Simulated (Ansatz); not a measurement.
Ansatz (an electronic-structure program) run on BaSr3 (Pm-3m, 4 atoms in the cell): self-consistent single point.

Method of the run: PBE (plane waves, PAW; Ansatz).

```yaml
crystal:
  lattice:
    - [5.60590, 0.00000, 0.00000]
    - [0.00000, 5.60590, 0.00000]
    - [0.00000, 0.00000, 5.60590]
  atoms:
    - { symbol: Sr, position: [0.00000, 0.50000, 0.50000] }
    - { symbol: Sr, position: [0.50000, 0.50000, 0.00000] }
    - { symbol: Sr, position: [0.50000, 0.00000, 0.50000] }
    - { symbol: Ba, position: [0.00000, 0.00000, 0.00000] }
```

Reference input (self-consistent single point, DFT, PBE, plane waves, default PAW files): basis.ecutwfc = 420 eV; kpoints.mp_grid.grid = 4 4 4; kpoints.mp_grid.shift = 0.5 0.5 0.5; hamiltonian.xc = pbe; hamiltonian.pseudopotentials = {kind: paw} (the program's default PAW files); scf.occupations.method = gaussian; scf.occupations.width = 0.1 eV. This run's input differs from it in these lines:

Ansatz 0.2 input:
```diff
@@ -13,3 +13,3 @@
 kpoints:
-  mp_grid: { grid: [4, 4, 4], shift: [0.5, 0.5, 0.5] }
+  mp_grid: { grid: [6, 6, 6], shift: [0.5, 0.5, 0.5] }
 hamiltonian:
```

Log, with long lists cut:

```
SCF iter   1: F=—  HF=-16581.573613 eV  |F-HF|=—  |Δ(HF+E_count)|=         —  Δρ=1.47e-3  dr2=5.87e-3  ethr=1.77e-3  ⟨swp⟩=8.9  Hψ=1284  notcnv=0
all-band conjugate gradients solve this SCF's bands
preconditioner: auto → Kerker (q_TF=auto, 2.131 Å⁻¹)
SCF iter   2: F=—  HF=-16581.574838 eV  |F-HF|=—  |Δ(HF+E_count)|=   1.23e-3  Δρ=8.98e-4  dr2=2.45e-3  ethr=1.47e-5  ⟨swp⟩=2.7  Hψ=502  notcnv=0
SCF iter   3: F=—  HF=-16581.575272 eV  |F-HF|=—  |Δ(HF+E_count)|=   4.33e-4  Δρ=2.74e-4  dr2=1.62e-4  ethr=6.13e-6  ⟨swp⟩=3.0  Hψ=418  notcnv=0
SCF iter   4: F=—  HF=-16581.575234 eV  |F-HF|=—  |Δ(HF+E_count)|=   3.72e-5  Δρ=1.14e-4  dr2=1.26e-5  ethr=4.04e-7  ⟨swp⟩=2.0  Hψ=273  notcnv=0
SCF iter   5: F=—  HF=-16581.575219 eV  |F-HF|=—  |Δ(HF+E_count)|=   1.52e-5  Δρ=2.48e-5  dr2=9.30e-7  ethr=3.16e-8  ⟨swp⟩=2.1  Hψ=306  notcnv=0
SCF iter   6: F=-16581.575219 eV  HF=-16581.575219 eV  |F-HF|=9.14e-9  |Δ(HF+E_count)|=   1.89e-7  Δρ=4.46e-6  dr2=4.36e-8  ethr=2.50e-10  ⟨swp⟩=6.0  Hψ=1328  notcnv=0
SCF 1 converged in 6 iterations: F = -16581.575219 eV  dr2 = 4.36e-8
Free energy (F): -16581.575219 eV
Internal energy: -16581.544152 eV  (E = F + TS)
E sigma→0 (E₀):  -16581.559686 eV
Entropy (-TS):   -0.031067 eV (-7.767 meV/atom)
Fermi energy:    7.393579 eV
--- Forces (eV/Å), atoms counted from 1 ---
  atom   1  Sr    -0.00000000     0.00000000     0.00000000
   [... zero for the other atoms too ...]
--- Stress (GPa, compression-positive) ---
        4.383505       0.000000       0.000000
        0.000000       4.383505       0.000000
        0.000000       0.000000       4.383505
  P = ⅓ Tr σ = 4.3835 GPa (43.835 kbar)
  The stress holds the Pulay correction. Without it, at fixed plane waves, as pw.x and ABINIT print it: P = 4.3809 GPa
```

The run converged in 6 iterations. Against the reference run the free energy falls by 3.7 meV/atom and the pressure moves little (4.42 to 4.38 GPa).

The starting cell was generated: these elements placed on a structure prototype, without a prior relaxation; it need not be a known phase or ordering of this composition. With a pressure of about 4 GPa the cell is away from its equilibrium volume at this level. Ansatz's pressure includes its estimate of the finite-basis (Pulay) stress.
